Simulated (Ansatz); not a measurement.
**Ti3Al under a change: Ti vacancy, symmetric start**

Start from a 16-atom supercell of Ti3Al (space group P6_3/mmc, No. 194; a = 5.756 Å, c = 4.655 Å) at its relaxed geometry.

Now apply this change: one Ti atom is removed, atoms relaxed at fixed cell.

All numbers come from plane-wave PAW DFT at the PBE level (Ansatz, a quantum-chemistry and plane-wave program, 420 eV), no spin-orbit coupling. Settings: 7×7×7 k-points, 0.05 eV Fermi–Dirac smearing.

| quantity | base | changed | shift |
|---|---|---|---|
| pressure | 0.0 GPa | -2.1 GPa | -2.1 GPa |
| energy gained by relaxation | – | 0.11 eV | – |
| largest displacement of a host atom from its site in the perfect cell | – | 0.19 Å | – |

In so small a cell the defect repeats every few ångströms: this is an ordered compound, not a dilute defect. The defect started on the symmetric site and kept its symmetry, so it may sit on a saddle. All final runs are without spin polarisation. The defect cell is not spin-polarised.
